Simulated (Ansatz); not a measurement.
The starting structures come from a database of crystals and need not be the phases stable at ambient conditions.

Crystal: MgTe(PbO$_{3}$)$_{2}$ (Fm-3m, not sure to be the ambient phase, 10 atoms a cell, 12.9 Å³ an atom, -2 GPa at this level); planes in its conventional cell.

Method: PBEsol (plane waves, PAW; Ansatz, a first-principles code).

The gap is the functional's own. No spin-orbit coupling. Mid-gap values are interpolated on the energy grid.

| plane | area of the cell (Å²) | mid-gap κ (1/Å) | largest κ in the gap (1/Å) |
|---|---|---|---|
| (111) | 27.8 | 0.26 | 0.26 |
| (001) | 32.1 | ___ | ___ |

Problem. The slowest decay depends on the direction. Supply the withheld values.

Solution. 
- (001), mid-gap κ (1/Å): 0.22
- (001), largest κ in the gap (1/Å): 0.22
